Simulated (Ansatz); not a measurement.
GaP (F-43m) under hydrostatic pressure: hole conductivity mass by PBEsol with spin-orbit coupling, rigid bands (plane waves, PAW; Ansatz, a program for electronic structure). The unloaded cell, whose axes the loads refer to:

```xyz
2
Lattice="0.0000 2.7194 2.7194 2.7194 0.0000 2.7194 2.7194 2.7194 0.0000" Properties=species:S:1:pos:R:3 pbc="T T T"
Ga     0.0000     0.0000     0.0000
P      1.3597     1.3597     1.3597
```

```json
[
 {"hydrostatic pressure (GPa)": "-2", "volume per atom (Å³)": "20.62", "hole conductivity mass (mₑ)": "0.490"},
 {"hydrostatic pressure (GPa)": "0", "volume per atom (Å³)": "20.11", "hole conductivity mass (mₑ)": "0.478"},
 {"hydrostatic pressure (GPa)": "2", "volume per atom (Å³)": "19.67", "hole conductivity mass (mₑ)": "0.468"},
 {"hydrostatic pressure (GPa)": "5", "volume per atom (Å³)": "19.09", "hole conductivity mass (mₑ)": "?"},
 {"hydrostatic pressure (GPa)": "10", "volume per atom (Å³)": "18.28", "hole conductivity mass (mₑ)": "0.437"}
]
```

**Question.** Fit a straight line to ln(hole conductivity mass) against the load over the rows given, and predict the row at 5 GPa.

**Answer.** The means are x̄ = 2.500 GPa and ȳ = -0.7597; Σ(x − x̄)(y − ȳ) = -0.7736 and Σ(x − x̄)² = 83.00, so the slope is -0.932 % per GPa, and the rows given lie within 0.44 % of the line. At 5 GPa the line gives 0.457 mₑ; the calculation gives 0.455 mₑ, 0.45 % from it.

Masses are for dilute carriers at 300 K, harmonic means over directions unless an axis is named. Stresses and pressures are the targets of the relaxation. The structure type is held at every load. Geometry: cell and atoms relaxed with PBEsol.
